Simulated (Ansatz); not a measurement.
Mo: pressure series

The parent structure is Mo in the bcc (W type) structure (space group Im-3m, No. 229; a = 3.1509 Å).

Cell and atoms are relaxed at each pressure.

The values are results of r2SCAN (Ansatz, a program for electronic structure, PAW, scalar-relativistic without spin-orbit coupling), earlier PAW set, not measurements.

```json
[
 {"P (GPa)": "-2.01", "V (Å³/atom)": "15.759"},
 {"P (GPa)": "-1.01", "V (Å³/atom)": "15.700"},
 {"P (GPa)": "1.80", "V (Å³/atom)": "15.539"},
 {"P (GPa)": "4.20", "V (Å³/atom)": "15.408"},
 {"P (GPa)": "9.01", "V (Å³/atom)": "15.162"},
 {"P (GPa)": "17.99", "V (Å³/atom)": "14.751"},
 {"P (GPa)": "30.00", "V (Å³/atom)": "14.277"},
 {"P (GPa)": "45.00", "V (Å³/atom)": "13.777"},
 {"P (GPa)": "60.00", "V (Å³/atom)": "13.346"}
]
```

Question: Fit a third-order Birch–Murnaghan equation of state.

Answer: Least squares on P(V) = (3B₀/2)[(V₀/V)^(7/3) − (V₀/V)^(5/3)]·[1 + (3/4)(B₀′ − 4)((V₀/V)^(2/3) − 1)] gives V₀ = 15.64 Å³/atom, B₀ = 273 GPa and B₀′ = 4.1.

Load acts through the strain it causes; cell and atoms are relaxed under it. Whether these cells are dynamically stable was not tested. No other phases were tried under pressure. The final runs are not spin-polarised.
